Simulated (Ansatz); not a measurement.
Ga vacancy + O vacancy in metastable alpha Ga2O3 (start: the Ga site; O 1.95 Å away; 120-site cell, 2×2×2 Γ-centred sampling), charge +1. Method: PBE, PAW (plane waves to 420 eV; Ansatz, an electronic-structure program).

| Item | Result |
|---|---|
| total energy of the defect cell | -218130.3744 eV |
| total energy of the perfect cell | -222477.7635 eV |
| μ(Ga) in alpha gallium, atoms added −1 | -3783.0212 eV |
| μ(O) in O2 molecule in a box, atoms added −1 | -564.9684 eV |
| Δμ(Ga), Ga-rich | 0.000 eV |
| Δμ(O), Ga-rich | -2.986 eV |
| valence-band maximum on the cell's zero | 8.595 eV |
| image correction with alignment | -0.237 eV |
| Fermi level above the maximum | 1.20 eV |

Question: Work out the formation energy.

Answer: E_f = E(defect) − E(perfect) − Σ n μ + q (E_VBM + E_F) + E_corr = 4347.389 − (4350.976) + (9.795) + (-0.237) = 5.97 eV.
